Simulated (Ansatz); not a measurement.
The starting structures come from a database of crystals and need not be the phases stable at ambient conditions.

# Evanescent states of CsPb2Cl5 (I4/mcm, not sure to be the ambient phase, 16 atoms a cell, 31.2 Å³ an atom) along the normal of (001)

Computed with PBEsol (plane waves, PAW; Ansatz, a first-principles code).

The gap is the functional's own, uncorrected, and κ follows it; spin-orbit coupling is left out. Mid-gap values are interpolated between the computed energies.

Energies count from the valence-band top; κ is the least over a 4×4 mesh across the current.

```
E (eV)  κ (1/Å)  where
------  -------  -----
0.09      0.249  off Γ
0.27      0.347      Γ
0.45      0.379      Γ
0.63      0.397      Γ
0.81      0.411      Γ
0.99        ___      Γ
1.17        ___      Γ
1.35        ___      Γ
1.53        ___      Γ
1.71        ___      Γ
1.89        ___      Γ
2.07        ___      Γ
2.25        ___      Γ
2.43        ___      Γ
2.61        ___      Γ
2.79        ___      Γ
2.97      0.358      Γ
3.15      0.325      Γ
3.33      0.283      Γ
3.51      0.225      Γ
3.69      0.127      Γ
```

Some entries are withheld; supply them.


- 0.99, κ (1/Å): 0.423
- 1.17, κ (1/Å): 0.432
- 1.35, κ (1/Å): 0.440
- 1.53, κ (1/Å): 0.445
- 1.71, κ (1/Å): 0.449
- 1.89, κ (1/Å): 0.452
- 2.07, κ (1/Å): 0.447
- 2.25, κ (1/Å): 0.437
- 2.43, κ (1/Å): 0.424
- 2.61, κ (1/Å): 0.406
- 2.79, κ (1/Å): 0.385
